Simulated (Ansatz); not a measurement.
BP (F-43m), Ansatz (a program for electronic structure) with HSE06, rigid bands: N_c = 3.80e19 cm⁻³ at 300 K and an electron conductivity mass of 0.315 mₑ.

**Question.** For 1e17 electrons per cm³ at 300 K, place the Fermi level, estimate the Seebeck coefficient of a parabolic band with constant τ, and give mobility and conductivity for τ = 50 fs.

**Answer.** The level lies k_BT ln(N_c/n) = 0.154 eV below the conduction-band minimum. S ≈ −(k_B/e)[ln(N_c/n) + 5/2] = -727 μV/K, against -726 μV/K from the full bands (mean over directions). μ = eτ/m = 279 cm²/(V·s) and σ = neμ = 4.47 S/cm. τ is assumed, not computed.

Band transport and this doping are assumed; polarons and phonon drag are left out. Spin-orbit coupling is left out. Geometry: cell and atoms relaxed with PBEsol.
